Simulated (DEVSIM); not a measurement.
Structure: Schottky contact on n-type Si, at 400 K.

Layer 1 from the left is Si, thickness (μm) 18.0, Nd (cm⁻³) 1.9e15, τn (s) 0.00044, τp (s) 0.00044.

Left contact: Schottky, work function 4.94 eV, emission velocity 2.5e6 cm/s. Right contact: ohmic. Voltage is applied to the left contact. Recombination: SRH at mid-gap. Mobility is constant in doping.

The device is made up for the run: typed textbook-type constants, with dimensions and the other settings drawn at random. Values at 300 K; Nc and Nv go as T^1.5, mobilities as T to minus their exponent, the gap by Varshni's rule with the affinity fixed.

Si: gap (eV) 1.124, affinity (eV) 4.05, permittivity 11.7, Nc (cm⁻³) 2.86e19, Nv (cm⁻³) 3.1e19, μn (cm²/Vs) 1417, μp (cm²/Vs) 470, T exponent of μn 2.3, T exponent of μp 2.2, Varshni α (eV/K) 0.000473, Varshni β (K) 636.

Model (solved in DEVSIM): 1D drift-diffusion, Boltzmann statistics, complete ionisation; no tunnelling, impact ionisation, image-force lowering or self-heating. Metal contacts follow the ideal Schottky-Mott rule: no Fermi-level pinning, no interface dipoles.

Dark forward current:

| |V| (V) | |J| (A/cm²) |
|---|---|
| 0.05 | 0.0003563 |
| 0.10 | 0.001870 |
| 0.15 | 0.008292 |
| 0.20 | 0.03539 |
| 0.25 | 0.1473 |
| 0.30 | 0.5763 |
| 0.35 | 1.926 |
| 0.40 | 5.057 |
| 0.45 | 10.63 |
| 0.50 | 19.01 |
| 0.55 | 30.43 |
| 0.60 | 45.06 |
| 0.65 | 62.97 |
| 0.70 | 84.25 |
| 0.75 | 108.9 |
| 0.80 | 137.0 |
| 0.85 | 168.5 |
| 0.90 | 203.5 |
| 0.95 | 241.8 |
| 1.00 | 283.5 |
| 1.05 | 328.6 |
| 1.10 | 376.9 |
| 1.15 | 428.6 |
| 1.20 | 483.4 |
| 1.25 | 541.4 |
| 1.30 | 602.4 |

Q: Work out the local ideality factor n = ΔV / (kT/q · ln(J2/J1)) between the rows 0.15 and 0.20 V, 1.25 and 1.30 V.

A: kT/q = 34.47 mV. From 0.15 to 0.20 V: ln(0.03539/0.008292) = 1.451, n = 1.00, near the 1 of diffusion or emission over a barrier. From 1.25 to 1.30 V: ln(602.4/541.4) = 0.107, n = 13.59.

Q: Estimate the current at 0.20 V for emission alone, J0 = q v N_band exp(−φB/kT), and read the barrier back from the simulated current.

A: φB = 0.890 eV, N_band = 4.40e19 cm⁻³, J0 = 0.000108 A/cm²; J = J0 (exp(qV/kT) − 1) = 0.0356 A/cm². The simulation gives 0.0354 A/cm², the same within the digits that matter. Read backwards, the simulated current gives an apparent barrier of 0.890 eV. The estimate leaves out transport through the depletion region and minority injection.
